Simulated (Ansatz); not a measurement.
Cubic perovskite SrVO₃ was calculated with rVV10 (PAW; Ansatz, a first-principles code).

Settings: plane-wave cutoff 520 eV, 14×14×14 k mesh, Fermi–Dirac smearing 0.05 eV, no spin polarisation, scalar-relativistic PAW data made under PBE.

A third-order Birch–Murnaghan fit to the energies gives V0 = 11.602 Å³/atom, B0 = 184 GPa, B′ = 4.4.

| V (Å³/atom) | P (GPa) |
|---|---|
| 10.906 | ___ |
| 11.138 | 8.22 |
| 11.370 | ___ |
| 11.602 | 0.00 |
| 11.834 | -3.48 |
| 12.066 | ___ |
| 12.298 | ___ |

Problem. Estimate the withheld pressures from this fit; the answers are the runs' own values.

Solution. 
- 10.906, P (GPa): 13.05
- 11.370, P (GPa): 3.89
- 12.066, P (GPa): -6.61
- 12.298, P (GPa): -9.42

The formula P = (3/2) B0 (x^(7/3) − x^(5/3)) [1 + (3/4)(B′ − 4)(x^(2/3) − 1)] with x = V0/V meets the computed pressures within 0.02 GPa when these rounded values are put in.

Measured, for comparison: equilibrium volume per atom 11.34 Å³/atom (temperature not stated, no zero-point or thermal correction; as tabulated in Marks et al. (2021), arXiv:2103.05797). Computed (rounded) less measured: equilibrium volume per atom +2.3 %.

Computed values are for the static lattice.
